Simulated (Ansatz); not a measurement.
Take Gd in the hcp (Mg type) structure (space group P6_3/mmc, No. 194; a = 3.5691 Å, c = 5.7008 Å; ferromagnetic; relaxed with 0.1 eV smearing) as the base. Axes: x lies along a and z along c of the hexagonal cell.

Computed with PBEsol (Ansatz, a quantum-chemistry and plane-wave program, PAW, without spin-orbit coupling).

Strains are applied to the cell and any free atomic positions relax.

One change was made to it. Results:

```tsv
quantity	base	after
shortest interatomic distance	3.517 Å	3.522 Å
magnetic state	ferromagnetic	ferromagnetic
```

**Question.** Which of these changes matches the shifts?
(A) uniaxial strain ε_xx = −4.58 %
(B) tensor shear ε_yz = +2.39 %
(C) uniaxial strain ε_xx = +0.91 %
(D) uniaxial strain ε_zz = +3.15 %

**Answer.** C, uniaxial strain ε_xx = +0.91 %. For comparison, the shortest interatomic distance in the other runs: uniaxial strain ε_zz = +3.15 % gives 3.569 Å; uniaxial strain ε_xx = −4.58 % gives 3.406 Å; tensor shear ε_yz = +2.39 % gives 3.443 Å.

Other magnetic orders, which the real material may have, were not ruled out. The state of the 4f shell was not checked for lower solutions. Whether these cells are dynamically stable was not tested.
